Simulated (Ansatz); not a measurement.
Results of LDA in Ansatz (plane waves, PAW) for WO₃ (Pbcn, No. 60, 32 atoms in the cell; start mp-1172828; a measured phase of this formula has another space group).

Numerical settings: plane-wave cutoff 520 eV, 6×6×6 k mesh, Fermi–Dirac smearing 0.01 eV, no spin polarisation, scalar-relativistic PAW data made under PBE.

Cell (relaxed at this level):

```
CELL_PARAMETERS angstrom
      7.37091     0.00000     0.00000
      0.00000     7.63901     0.00000
      0.00000     0.00000     7.40856
ATOMIC_POSITIONS crystal
  W  0.76429 0.77937 0.01416
  W  0.23571 0.22063 0.98584
  W  0.73571 0.72063 0.51416
  W  0.26429 0.27937 0.48584
  W  0.26429 0.72063 0.98584
  W  0.73571 0.27937 0.01416
  W  0.23571 0.77937 0.48584
  W  0.76429 0.22063 0.51416
  O  0.70642 0.74394 0.75615
  O  0.29358 0.25606 0.24385
  O  0.79358 0.75606 0.25615
  O  0.20642 0.24394 0.74385
  O  0.20642 0.75606 0.24385
  O  0.79358 0.24394 0.75615
  O  0.29358 0.74394 0.74385
  O  0.70642 0.25606 0.25615
  O  0.50384 0.72248 0.04272
  O  0.49616 0.27752 0.95728
  O  0.99616 0.77752 0.54272
  O  0.00384 0.22248 0.45728
  O  0.00384 0.77752 0.95728
  O  0.99616 0.22248 0.04272
  O  0.49616 0.72248 0.45728
  O  0.50384 0.27752 0.54272
  O  0.72314 0.00754 0.00451
  O  0.27686 0.99246 0.99549
  O  0.77686 0.49246 0.50451
  O  0.22314 0.50754 0.49549
  O  0.22314 0.49246 0.99549
  O  0.77686 0.50754 0.00451
  O  0.27686 0.00754 0.49549
  O  0.72314 0.99246 0.50451
```

Problem. Give the computed band gap.

Solution. 
* **band gap**: 1.33 eV (on the SCF k mesh)

Note: the relaxation could not lower the start's symmetry, so the cell can be a saddle point above a distorted one.

Spin–orbit coupling is not included.

The computed numbers hold no vibrational or temperature effects.

The result took roughly 90 core-minutes.

A start named mp-… is a Materials Project structure, which need not be a measured phase.

Ansatz is a first-principles code.
